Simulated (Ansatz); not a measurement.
## Lu: response to strain

Take Lu in the hcp (Mg type) structure (space group P6_3/mmc, No. 194; a = 3.506 Å, c = 5.482 Å; relaxed with 0.1 eV smearing) as the base. Axes: x lies along a and z along c of the hexagonal cell.

Strains are applied to the cell and any free atomic positions relax; under biaxial strain the out-of-plane vector relaxes too.

All numbers come from plane-wave PAW DFT at the PBE level (Ansatz, a program for electronic structure, 420 eV), no SOC.

Candidates:
(a) biaxial strain −3.00 %, plane normal [001], relaxed out of plane
(b) biaxial strain −1.00 %, plane normal [001], relaxed out of plane
(c) biaxial strain +3.00 %, plane normal [001], relaxed out of plane

Notes on the quantities. in-plane stress: mean in-plane stress (compression positive).

### Question
Order them by in-plane stress, highest first.

### Answer
(a) biaxial strain −3.00 %, plane normal [001], relaxed out of plane (+3.5 GPa), (b) biaxial strain −1.00 %, plane normal [001], relaxed out of plane (+1.1 GPa), (c) biaxial strain +3.00 %, plane normal [001], relaxed out of plane (-2.9 GPa)

Whether these cells are dynamically stable was not tested.
